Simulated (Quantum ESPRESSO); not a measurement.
A working Quantum ESPRESSO input for Ir (Fm-3m, 1 atom in the cell) (DFT, LDA (PW92), plane waves, PseudoDojo standard norm-conserving (LDA) pseudopotentials):

```fortran
&CONTROL
    calculation = 'scf'
    prefix = 'run'
    outdir = './tmp/'
    pseudo_dir = './'
    tprnfor = .true.
    tstress = .true.
/
&SYSTEM
    ibrav = 0
    nat = 1
    ntyp = 1
    ecutwfc = 70
    occupations = 'smearing'
    smearing = 'cold'
    degauss = 0.0036749
/
&ELECTRONS
    conv_thr = 1e-10
    mixing_beta = 0.4
/
ATOMIC_SPECIES
Ir   192.2170  Ir.upf
CELL_PARAMETERS {bohr}
   0.000000000     3.684404694     3.684404694
   3.684404694     0.000000000     3.684404694
   3.684404694     3.684404694     0.000000000
ATOMIC_POSITIONS {crystal}
Ir    0.000000000    0.000000000    0.000000000
K_POINTS {automatic}
19 19 19  0 0 0
```

The run converged in 8 iterations: free energy E − TS -3128.1853 eV; Fermi level (on the code's own zero) 24.02 eV; pressure -24.05 GPa. Each of these slips is then made, one at a time:

(1)
```diff
-    degauss = 0.0036749
+    deguass = 0.0036749
```

(2)
```diff
+    electron_maxstep = 2
```

What happens in each case?


(1) A keyword that the program does not know. The program stopped before any SCF iteration.
```
Error in routine  read_namelists (1):
bad line in namelist &system: "    deguass = 0.0036749" (error could be in the previous line)
```

(2) An iteration limit that is too low. The run ended unconverged after 2 iterations.

The starting cell comes from a database of computed structures (which also holds hypothetical and non-ambient phases and stackings), without a prior relaxation at this level. Its lattice was rescaled by a random factor within 2.5 % of one. Spin polarisation is off. In the base run, with a pressure of about -24 GPa the cell is away from its equilibrium volume at this level.

Left out of this page: 3 runs of the series outside the window shown, repeating another row's setting, or not comparable.
